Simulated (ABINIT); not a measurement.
**Variants of one calculation on Rh2BaB2 (I4/mmm, 5 atoms in the cell)**

```cif
data_B4Ba2Rh4
_chemical_formula_sum 'Rh4 Ba2 B4'
_space_group_name_H-M_alt 'I4/mmm'
_space_group_IT_number 139
_space_group_name_Hall '-I 4 2'
_cell_length_a 3.91500
_cell_length_b 3.91500
_cell_length_c 11.25000
_cell_angle_alpha 90.000
_cell_angle_beta 90.000
_cell_angle_gamma 90.000
loop_
_atom_site_label
_atom_site_type_symbol
_atom_site_symmetry_multiplicity
_atom_site_Wyckoff_symbol
_atom_site_fract_x
_atom_site_fract_y
_atom_site_fract_z
_atom_site_occupancy
Rh1 Rh 4 d 0.00000 0.50000 0.25000 1
Ba1 Ba 2 a 0.00000 0.00000 0.00000 1
B1 B 4 e 0.00000 0.00000 0.31900 1
```
(The calculation used a cell of 5 atoms; values per cell refer to that cell.)

Base run A: PBEsol, norm-conserving pseudopotentials (PseudoDojo nc-sr-04 PBEsol standard) run with ABINIT, self-consistent single point.

Its settings: pseudos = [Rh.upf, Ba.upf, B.upf]; ecut = 44 Ha; ixc = -116133; occopt = 7; tsmear = 0.272 eV; ngkpt = 5 5 5; nshiftk = 1; shiftk = 0 0 0; potentials = PseudoDojo nc-sr-04 PBEsol standard; nband = 33; kptopt = 1; nstep = 100; toldfe = 1e-09 Ha.

The starting cell comes from a database of published, mostly measured structures (it also holds non-ambient and calculated ones), without a prior relaxation at this level. Spin polarisation is off.

ΔF is the free energy per atom less that of run A. 

Run A gave: pressure (GPa) -2.42; largest force (eV/Å) 0.052.

Runs:
- B: lattice scaled by 1.015
- C: occopt: 7 → 3; tsmear: 0.272 eV → 0.1 eV
- D: toldfe: 1e-09 Ha → 3.7e-10 Ha
- E: toldfe: 1e-09 Ha → 1e-10 Ha
- F: ecutsm: default → 0.25 Ha

Question: What does run B change against A?

Answer: The free energy goes up by 25.4 meV/atom, the pressure goes from -2.42 to -7.78 GPa and the largest force goes from 0.052 to 0.464 eV/Å.

Question: What does run C change against A?

Answer: The free energy hardly moves (within 1 meV/atom), the pressure stays at -2.42 GPa and the largest force goes from 0.052 to 0.056 eV/Å.

```
run  ΔF (meV/atom)  pressure (GPa)  largest force (eV/Å)
---  -------------  --------------  --------------------
A             0.00           -2.42                 0.052
B             25.4           -7.78                 0.464
C             0.24           -2.42                 0.056
D             0.00           -2.42                 0.052
E             0.00           -2.42                 0.052
F             0.02           -2.37                 0.052
```
